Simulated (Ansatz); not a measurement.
The starting structures come from a database of crystals and need not be the phases stable at ambient conditions.

Tunnelling through a barrier is set by its complex band structure: the current falls as exp(−2κd) with the smallest κ.

Data:

```
CELL_PARAMETERS angstrom
      3.84624     0.00000     0.00000
      0.00000    11.94672     0.00000
      0.00000     0.00000     3.83653
ATOMIC_POSITIONS crystal
  Bi 0.54213 0.14203 0.50000
  Bi 0.45787 0.85797 0.50000
  Bi 0.04213 0.35797 0.00000
  Bi 0.95787 0.64203 0.00000
  S  0.00000 0.00000 0.00000
  S  0.50000 0.50000 0.50000
  O  0.53047 0.25026 0.00000
  O  0.46953 0.74974 0.00000
  O  0.03047 0.24974 0.50000
  O  0.96953 0.75026 0.50000
```

Space group of this cell: Pnnm. The cell was relaxed by PBE-D3(BJ).

Transport runs along the normal of the first two printed cell vectors.

The gap is the functional's own. No spin-orbit coupling. Mid-gap values are interpolated on the energy grid.

Task: State the band gap and the smallest decay constant κ at mid-gap according to r2SCAN run with Ansatz (a quantum-chemistry and plane-wave program).

Result: Gap 1.17 eV on a 8×4×8 mesh; κ = 0.143 1/Å, at the zone centre.
